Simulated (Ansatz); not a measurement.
## Report: rocksalt MgO (Fm-3m), biaxial stress in the (111) plane

Cell and atoms are relaxed with PBEsol to each stress (compression positive); bands and masses by r2SCAN, rigid bands (plane waves, PAW, scalar-relativistic; Ansatz, a program for electronic structure). Strains are changes of length against the unloaded cell.

```xyz
2
Lattice="0.0000 2.1071 2.1071 2.1071 0.0000 2.1071 2.1071 2.1071 0.0000" Properties=species:S:1:pos:R:3 pbc="T T T"
Mg     0.0000     0.0000     0.0000
O      2.1071     2.1071     2.1071
```

```
stress (GPa)  strain [111] (%)  strain [1−10] (%)  gap (eV)  mean mₑ*
------------  ----------------  -----------------  --------  --------
-12.00                   -1.26               3.57     4.805      0.35
-6.00                    -0.58               1.65     5.234      0.36
-3.00                    -0.28               0.79     5.430      0.37
0                            0                  0     5.614      0.37
3.00                      0.26              -0.75     5.713      0.38
6.00                      0.51              -1.45     5.802      0.38
9.00                      0.74              -2.11     5.886      0.38
```

[111] is the normal of the loaded plane; [11−2] strains as [1−10]. Masses are conductivity masses at 300 K in electron masses, harmonic means over x, y and z.

Task: From the two loads next to zero, find the biaxial modulus and the ratio of out-of-plane to in-plane strain.

Result: Between -3.00 and 3.00 GPa the strain along [1−10] changes by -1.54 % and that along [111] by 0.54 %. The modulus is 6.00/0.0154 = 390 GPa and the ratio of the strains 0.35 (PBEsol, atoms relaxed).

Task: Is the response still linear at the largest tension?

Result: The modulus predicts 3.08 % at -12.00 GPa; the table has 3.57 %, so the crystal is softer there.

Task: How fast does the gap move on either side of zero load?

Result: Under tension, (5.430 − 5.614) eV over -3.00 GPa = 61 meV/GPa, or about -23 eV per unit strain; under compression, (5.713 − 5.614) eV over 3.00 GPa = 33 meV/GPa, or about -13 eV per unit strain. The two slopes part by 28 meV/GPa; gaps are resolved to about 0.01 eV, which allows 7 meV/GPa, so they differ.

Masses are those of dilute carriers in rigid bands with one relaxation time, without polarons. Third decimals of gaps are kept for the arithmetic. Spin-orbit coupling is left out. Every relaxation keeps the rocksalt phase (space group R-3m under this load), so a transition, a distortion that breaks the symmetry or fracture can't show.
